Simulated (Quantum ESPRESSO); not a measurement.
Quantum ESPRESSO run on Mg14ZnSi (Amm2, 16 atoms in the cell): self-consistent single point.

Computed with PBEsol, SSSP 1.1.2 efficiency (PBE) pseudopotentials (plane waves; Quantum ESPRESSO).

```
Mg14ZnSi
1.0
   10.26067     0.00000     0.00000
    0.00000     3.13289     5.38163
    0.00000    -3.13289     5.38163
Mg Zn Si
14 1 1
Cartesian
  0.00000   0.00000   1.77615
  0.00000   0.00000   7.16467
  5.13033  -1.56225   4.45986
  5.13033   1.56225   4.45986
  0.00000  -1.57196   4.49162
  0.00000   1.57196   4.49162
  2.66141  -1.56519   6.30469
  7.59926   1.56519   6.30469
  7.59926  -1.56519   6.30469
  2.66141   1.56519   6.30469
  2.56732   0.00000   3.57351
  7.69335   0.00000   3.57351
  2.58754   0.00000   8.95030
  7.67313   0.00000   8.95030
  5.13033   0.00000   1.81243
  5.13033   0.00000   7.18351
```

Reference input (self-consistent single point, DFT, PBEsol, plane waves, SSSP 1.1.2 efficiency (PBE) pseudopotentials): ecutwfc = 50 Ry; ecutrho = 400 Ry; occupations = smearing; smearing = marzari-vanderbilt; degauss = 0.019992 Ry; input_dft = pbesol; K_POINTS = automatic 3 6 6 0 0 0; conv_thr = 1e-10 Ry. This run's input differs from it in these lines:

```diff
@@ -13,4 +13,4 @@
   ntyp = 3,
-  ecutwfc = 50,
-  ecutrho = 400,
+  ecutwfc = 40,
+  ecutrho = 320,
   occupations = 'smearing',
```

Output (repeated stretches shortened):

```
     Self-consistent Calculation

     iteration #  1     ecut=    40.00 Ry     beta= 0.70

---- Real-time Memory Report at c_bands before calling an iterative solver
           781 MiB given to the printing process from OS
           279 MiB allocation reported by mallinfo(arena+hblkhd)
------------------

     Threshold (ethr) on eigenvalues was too large:
     Diagonalizing with lowered threshold

---- Real-time Memory Report at c_bands before calling an iterative solver
           928 MiB given to the printing process from OS
           283 MiB allocation reported by mallinfo(arena+hblkhd)
------------------

   [... lines left out ...]

---- Real-time Memory Report at c_bands before calling an iterative solver
           974 MiB given to the printing process from OS
           322 MiB allocation reported by mallinfo(arena+hblkhd)
------------------

     total energy              =    -930.95997018 Ry
     estimated scf accuracy    <          1.3E-10 Ry

     iteration # 13     ecut=    40.00 Ry     beta= 0.70

---- Real-time Memory Report at c_bands before calling an iterative solver
           975 MiB given to the printing process from OS
           322 MiB allocation reported by mallinfo(arena+hblkhd)
------------------
     End of self-consistent calculation

     the Fermi energy is     4.3586 ev

!    total energy              =    -930.95997019 Ry
     estimated scf accuracy    <          2.9E-11 Ry
     smearing contrib. (-TS)   =      -0.00010129 Ry
     internal energy E=F+TS    =    -930.95986890 Ry

      -> PAW hartree energy AE =      11.67199288 Ry
      -> PAW hartree energy PS =     -11.64432740 Ry
      -> PAW xc energy AE      =    -444.71807053 Ry
      -> PAW xc energy PS      =      18.43897067 Ry
      -> total E_H with PAW    =     325.67120116 Ry
      -> total E_XC with PAW   =    -496.14168996 Ry

     convergence has been achieved in  13 iterations

     Forces acting on atoms (cartesian axes, Ry/au):

     atom    1 type  1   force =     0.00000000    0.00000000    0.00006861
   [... lines left out ...]

     Total force =     0.018494     Total SCF correction =     0.000009

          total   stress  (Ry/bohr**3)                   (kbar)     P=      -10.62
  -0.00013680   0.00000000   0.00000000          -20.12        0.00        0.00
   0.00000000  -0.00003711   0.00000000            0.00       -5.46        0.00
   0.00000000   0.00000000  -0.00004259            0.00        0.00       -6.27

   JOB DONE.
```

The run converged in 13 iterations. Against the reference run the free energy rises by 1.3 meV/atom, the pressure moves little (-1.10 to -1.06 GPa) and the largest force stays at 0.199 eV/Å.

The starting cell comes from a database of computed structures (which also holds hypothetical and non-ambient phases and stackings), without a prior relaxation at this level.

Cost on one core of a shared machine: roughly 8 min.
